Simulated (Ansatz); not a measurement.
Given:

```yaml
crystal:
  lattice:
    - [0.00000, 3.28324, 3.21757]
    - [3.28324, 0.00000, 3.21757]
    - [3.28324, 3.28324, 0.00000]
  atoms:
    - { symbol: Sn, position: [0.00000, 0.00000, 0.00000] }
    - { symbol: Sn, position: [0.25000, 0.25000, 0.25000] }
```

No spin polarisation.

All numbers come from Ansatz (a first-principles code), r2SCAN, PAW, cutoff 500 eV, scalar-relativistic without spin-orbit coupling. Settings: 12×12×12 k-points, 0.05 eV Fermi–Dirac smearing.

Predict the space group.

I4_1/amd (No. 141).

What is the computed pressure (mean of the normal stresses, compression positive)?

0.9 GPa.

The cells carry an imposed strain or load. No phonon test of stability was made. The cell was made from Sn in the diamond structure (space group Fd-3m, No. 227) by this change: uniaxial strain ε_zz = −2.00 %.
